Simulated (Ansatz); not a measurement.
Base system: GaN in the wurtzite structure (space group P6_3mc, No. 186; a = 3.183 Å, c = 5.186 Å).

The change: cell and atoms relaxed at a pressure of 18 GPa.

Levels (all Ansatz, a program for electronic structure, PAW, earlier PAW set): PBEsol (420 eV, without spin-orbit coupling); r2SCAN (500 eV, scalar-relativistic without spin-orbit coupling); HSE06 (420 eV, scalar-relativistic without spin-orbit coupling); PBEsol+SOC (420 eV, noncollinear with spin-orbit coupling).

One geometry, relaxed with PBEsol, under each level:

The valence-band top lists the three highest levels at Γ (Kramers pairs under SOC), from the VBM.

```csv
level,band gap,lowest conduction level above the VBM at special points,valence-band top at Γ,electron mass,pressure
PBEsol,2.40 eV,Γ 2.40 eV; L 4.53 eV; A 4.72 eV; K 4.94 eV,"0.00, 0.00, -0.06 eV","0.19 mₑ along k, 0.21 mₑ across (at Γ)",18.00 GPa
r2SCAN,2.91 eV,Γ 2.91 eV; L 5.15 eV; A 5.33 eV; K 5.56 eV,–,"0.20 mₑ along c, 0.22 mₑ across (at Γ)",18.70 GPa
HSE06,3.80 eV,Γ 3.80 eV; L 5.96 eV; A 6.27 eV,–,–,–
PBEsol+SOC,2.40 eV,Γ 2.40 eV; L 4.53 eV; A 4.71 eV; K 4.94 eV,"0.00, 0.00, -0.06 eV","0.19 mₑ along c, 0.21 mₑ across (at Γ)",17.97 GPa
```

Single points use the geometry relaxed with PBEsol. Their cutoffs differ, which shifts pressures a little. The spin-orbit shifts are approximate. Load acts through the strain it causes; cell and atoms are relaxed under it. Effective masses come from finite differences of ±0.01 Å⁻¹. Along k means along the line from Γ to the band edge. Stability against distortions was not tested. Tetrahedral semiconductors of this kind turn to denser phases somewhere between about 1 and 50 GPa; those were not computed, so compressed cells here can lie past the real transition.
